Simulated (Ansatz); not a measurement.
Base system: Cu in the fcc (Cu type) structure (space group Fm-3m, No. 225; a = 3.577 Å; relaxed with 0.1 eV smearing). Axes: x, y, z lie along the cube axes.

Method: DFT with r2SCAN, PAW potentials and a 500 eV plane-wave cutoff in Ansatz (an electronic-structure program), without spin-orbit coupling.

For the base:

The pressure is 0.0 GPa. The shortest interatomic distance comes out as 2.529 Å.

Perturbation: the cell is compressed by 3.00 % along z with no lateral relaxation, atoms relaxed at fixed cell.

**Question.** What does the calculation give for the energy relative to the base after the change?

**Answer.** The energy grows by 6.8 meV/atom.

**Question.** What happens to the pressure?

**Answer.** The pressure (mean of the normal stresses, compression positive) goes from zero to 5.4 GPa.

**Question.** How does this affect the shortest interatomic distance?

**Answer.** The shortest interatomic distance decreases by 0.038 Å (2.529 Å → 2.491 Å).

The cells carry an imposed strain or load. No phonon test of stability was made. The final runs are not spin-polarised.
